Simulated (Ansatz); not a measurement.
# MoSi (model structure, started from the NbAs type, I4₁md, No. 109, 4 atoms in the cell): properties by level of theory

```tsv
level (code)	lattice parameter a (Å)	c axis length (Å)
PBE (Ansatz)	3.359	10.687
PBEsol (Ansatz)	3.335	10.560
PBE-D3(BJ) (Ansatz)	3.331	10.527
```

Ansatz's density-functional and Hartree–Fock values are scalar-relativistic unless marked +SOC, with PAW data made under PBE.

The computed numbers hold no vibrational or temperature effects.

A model structure was made by putting elements into a prototype or built by hand; it is no filed structure, need not be a known phase, and can be a saddle point held by its symmetry.

Ansatz is a first-principles code.
